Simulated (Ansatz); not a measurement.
Ge (start mp-78), treated with PBEsol (PAW; Ansatz, a first-principles code).

Settings: plane-wave cutoff 520 eV, 18×18×18 k mesh, Fermi–Dirac smearing 0.03 eV, scalar-relativistic PAW data made under PBE.

Starting structure:

```yaml
crystal:
  lattice:
    - [-2.57449, 2.57449, 1.39742]
    - [2.57449, -2.57449, 1.39742]
    - [2.57449, 2.57449, -1.39742]
  atoms:
    - { symbol: Ge, position: [0.25000, 0.75000, 0.50000] }
    - { symbol: Ge, position: [0.50000, 0.50000, 0.00000] }
```

### Question
Into what structure does the relaxation of cell and atoms lead at this level, with the symmetry of the start kept?

### Answer
The volume falls by 1.0 %; final space group I4_1/amd.
```yaml
crystal:
  lattice:
    - [-2.55299, 2.55299, 1.40700]
    - [2.55299, -2.55299, 1.40700]
    - [2.55299, 2.55299, -1.40700]
  atoms:
    - { symbol: Ge, position: [0.25000, 0.75000, 0.50000] }
    - { symbol: Ge, position: [0.50000, 0.50000, 0.00000] }
```

Note: the relaxation could not lower the start's symmetry, so the cell can be a saddle point above a distorted one.

A start named mp-… is a Materials Project structure, which need not be a measured phase.
